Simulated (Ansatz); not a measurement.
## Response to strain in BN

Consider BN in the zinc blende structure (space group F-43m, No. 216; a = 3.610 Å). Axes: x, y, z lie along the cube axes.

Strains are applied to the cell and any free atomic positions relax; under biaxial strain the out-of-plane vector relaxes too.

Computed with plane-wave PAW DFT at the r2SCAN level (Ansatz, an electronic-structure program, 500 eV), no spin-orbit coupling.

Notes on the quantities. energy relative to the base: free energy F.

| biaxial strain, plane normal [001], relaxed out of plane (%) | energy relative to the base (meV/atom) |
|---|---|
| 0 | 0.0 |
| 0.5 | 0.8 |
| 1 | 3.3 |
| 1.5 | 7.4 |
| 2 | 13.0 |
| 2.5 | ? |
| 3 | 28.7 |

Problem. Fit ΔE = Aε² + Bε³ (ε in %) to the rows shown and predict the withheld row.

Solution. Least squares on the printed values gives A = 3.37 and B = -0.062 meV/atom (largest residual 0.0 meV/atom); this predicts 20.1 meV/atom, and the run gives 20.1 meV/atom, in agreement.

Stability against distortions was not tested.
